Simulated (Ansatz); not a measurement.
## Hypothetical zinc blende CsI, pressure series

Start from CsI in the zinc blende structure (space group F-43m, No. 216; a = 8.554 Å; a hypothetical phase, not in the database extracts checked).

Cell and atoms are relaxed at each pressure.

All numbers come from Ansatz (a program for electronic structure) PBEsol, spin-orbit coupling left out.

Notes on the quantities. enthalpy: H = E + PV relative to the base's energy.

```csv
variant,band gap,electron mass,enthalpy
base,3.84 eV,0.47 mₑ (at Γ),–
pressure 0.9 GPa,…,0.45 mₑ (at Γ),+0.41 eV/atom
pressure 2.1 GPa,3.95 eV,…,+0.91 eV/atom
pressure 4.5 GPa,3.95 eV,0.41 mₑ (at Γ),+1.81 eV/atom
pressure 9 GPa,3.87 eV,0.39 mₑ (at Γ),+3.28 eV/atom
pressure 15 GPa,3.69 eV,0.38 mₑ (at Γ),+5.00 eV/atom
pressure 22.5 GPa,3.45 eV,0.36 mₑ (at Γ),+6.92 eV/atom
pressure 30 GPa,3.22 eV,0.35 mₑ (at Γ),+8.67 eV/atom
```

Q: Complete the table.

A: 
- pressure 0.9 GPa, band gap: 3.91 eV
- pressure 2.1 GPa, electron mass: 0.43 mₑ (at Γ)

Spin-orbit coupling, missing from the scalar runs, can matter with I. Load acts through the strain it causes; cell and atoms are relaxed under it. Effective masses come from finite differences of ±0.01 Å⁻¹. Whether these cells are dynamically stable was not tested. No other phases were tried under pressure.
